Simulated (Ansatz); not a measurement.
Start from Ge in the diamond structure (space group Fd-3m, No. 227; a = 5.676 Å).

Now apply this change: cell and atoms relaxed at a pressure of 1.5 GPa.

Levels (all Ansatz, a first-principles code, PAW): PBEsol (420 eV, no SOC); r2SCAN (500 eV, no SOC).

The geometry is relaxed with PBEsol.

| Item | Value |
|---|---|
| PBEsol lowest conduction level above the VBM at special points | Γ 0.09 eV; L 0.15 eV; X 0.65 eV; U 1.07 eV |
| PBEsol smallest direct gap | 0.09 eV |

Predict the lowest conduction level above the VBM at special points, smallest direct gap and hole mass from r2SCAN.

The lowest conduction level above the VBM at special points goes from Γ 0.09 eV; L 0.15 eV; X 0.65 eV; U 1.07 eV to Γ 0.56 eV; L 0.51 eV; X 0.97 eV; U 1.40 eV; the smallest direct gap increases by 0.47 eV, from 0.09 eV to 0.56 eV; the hole mass (degenerate bands, along [100]) amounts to 0.026, 0.21, 0.21 mₑ (at Γ).

Single points use the geometry relaxed with PBEsol. Their cutoffs differ, which shifts pressures a little. Load acts through the strain it causes; cell and atoms are relaxed under it. Masses are band curvatures over ±0.01 Å⁻¹ around the edge. Whether these cells are dynamically stable was not tested. A zero or small gap of Ge can be the functional's error rather than a property of the material.
